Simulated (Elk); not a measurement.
Elk run on TePd (F-43m, 2 atoms in the cell): self-consistent single point.

Method: PBE, all-electron FP-LAPW, Elk's shipped species files, APW+lo basis with extra local orbitals run with Elk 10.2.4.

```
TePd
1.0
    0.00000     3.08984     3.08984
    3.08984     0.00000     3.08984
    3.08984     3.08984     0.00000
Te Pd
1 1
Direct
  0.25000   0.25000   0.25000
  0.00000   0.00000   0.00000
```

Reference input (self-consistent single point, DFT, PBE, all-electron FP-LAPW, Elk's shipped species files, APW+lo basis with extra local orbitals): xctype = 20; rgkmax = 8; swidth = 0.00367493 Ha; ngridk = 5 5 5; gmaxvr = 14 1/bohr; nxlo = 2; lorbcnd = true; rmtscf = 0.91; lmaxi = 2; maxscl = 100. This run's input differs from it in these lines:

```diff
@@ -25,3 +25,3 @@
 swidth
-  0.00367493
+  0.00183747
```

The program printed (abridged):

```
│ Self-consistent loop started │
│ Loop number : 1 │
 total energy                :     -11826.2900660
│ Loop number : 2 │
 total energy                :     -11827.4085777
RMS change in Kohn-Sham potential (target) :   0.3861977161     (  0.1000000000E-05)
Absolute change in total energy (target)   :    1.118511684     (  0.1000000000E-03)
│ Loop number : 3 │
 total energy                :     -11834.0710185
RMS change in Kohn-Sham potential (target) :   0.2635344430     (  0.1000000000E-05)
Absolute change in total energy (target)   :    6.942068669     (  0.1000000000E-03)
│ Loop number : 4 │
   [... lines left out ...]
Absolute change in total energy (target)   :   0.4298442964E-03 (  0.1000000000E-03)
│ Loop number : 15 │
 total energy                :     -11844.1813384
RMS change in Kohn-Sham potential (target) :   0.2920976119E-06 (  0.1000000000E-05)
Absolute change in total energy (target)   :   0.1281500718E-03 (  0.1000000000E-03)
│ Loop number : 16 │
 total energy                :     -11844.1813537
RMS change in Kohn-Sham potential (target) :   0.8800856385E-07 (  0.1000000000E-05)
Absolute change in total energy (target)   :   0.1669681842E-04 (  0.1000000000E-03)
Convergence targets achieved

│ Loop number : 17 │

Energies :
 Fermi                       :     0.169026939895
 total energy                :     -11844.1813549

Density of states at Fermi energy :    96.79528623
 (states/Hartree/unit cell)

Estimated indirect band gap :   0.3414823955E-02
 from k-point      2 to k-point     13
Estimated direct band gap   :   0.3174133622E-01
 at k-point     12

Charges :
 core                        :    64.00000000
 valence                     :    34.00000000
 interstitial                :    4.375635859
 muffin-tins (core leakage)
  species :    1 (Te)
   atom    1                 :    49.16487913     (  0.1467690033E-02)
  species :    2 (Pd)
   atom    1                 :    44.45948501     (  0.3781979885E-07)
 total in muffin-tins        :    93.62436414
 total calculated charge     :    98.00776316
 total charge                :    98.00000000
 error                       :   0.7763162338E-02

│ Self-consistent loop stopped │
```

The run converged in 17 iterations. The count includes the last loop, which Elk runs after its targets are met. Against the reference run the free energy rises by 16.0 meV/atom.

The starting cell was generated: these elements placed on a structure prototype, without a prior relaxation; it need not be a known phase or ordering of this composition. Its lattice was rescaled by a random factor within 2.5 % of one. Spin-orbit coupling is off. Spin polarisation is off. Values depend on the basis (sphere radii, cutoffs, local orbitals), which need not be converged. The log's line on a gap gives a spacing of levels on this mesh, which the program prints for metals too.

Cost on one core of a shared machine: roughly 30 s.
